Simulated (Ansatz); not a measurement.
## What biaxial strain −1.67 %, plane normal [111], relaxed out of plane does to InAs

Consider InAs in the zinc blende structure (space group F-43m, No. 216; a = 6.026 Å). Axes: x, y, z lie along the cube axes.

Modification: biaxial strain −1.67 %, plane normal [111], relaxed out of plane (Cartesian); in-plane vectors clamped, the third vector and the atoms free.

Computed with LDA (Ansatz, a quantum-chemistry and plane-wave program; PAW; 420 eV plane waves; no spin-orbit coupling). Settings: 10×10×10 k-points, 0.05 eV Fermi–Dirac smearing.

```csv
quantity,base,changed,shift
volume per atom,27.35 Å³,26.73 Å³,-0.62 Å³
space group,F-43m (No. 216),R3m (No. 160),–
shortest interatomic distance,260.9 pm,258.6 pm,-2.37 pm
energy relative to the base (free energy F),0 meV/atom,+6.0 meV/atom,+6.0 meV/atom
band gap,zero,zero,–
out-of-plane strain (rough),–,+1.08 %,–
```

Final structure (turned so that z lies along the plane normal):

```
InAs
1.0
    4.18990     0.00000     0.00000
    2.09495     3.62856     0.00000
    2.09495    -1.20952     3.51689
In As
1 1
Direct
  0.99678   0.00161   0.00484
  0.50322   0.24839   0.74516
```

Without a gap, meshes like the base's 10×10×10 leave anisotropic stresses uncertain by several tenths of a GPa, and small strain energies with them. No phonon test of stability was made. All final runs are without spin polarisation. The zero or small gap of InAs can change with the level of theory.
